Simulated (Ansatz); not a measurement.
Start from BaTiO3 (space group P4mm, No. 99; a = 3.972 Å, c = 4.113 Å).

One thing is altered: cell and atoms relaxed at a pressure of 30 GPa.

Levels (all Ansatz, an electronic-structure program, PAW): r2SCAN (500 eV, no spin-orbit coupling); HSE06 (420 eV, without spin-orbit coupling).

The geometry is relaxed with r2SCAN.

```
Item              Result
---------------  -------
r2SCAN band gap  2.41 eV
```

With HSE06 at the same geometry, the band gap rises by 1.05 eV, from 2.41 eV to 3.46 eV.

Single points use the geometry relaxed with r2SCAN. Their cutoffs differ, which shifts pressures a little. Load acts through the strain it causes; cell and atoms are relaxed under it. Stability against distortions was not tested. Competing high-pressure phases were not computed. The final runs are not spin-polarised. Along this pressure series the structure jumps between pressure 9 GPa and pressure 18 GPa; cells beyond that are another form of it.
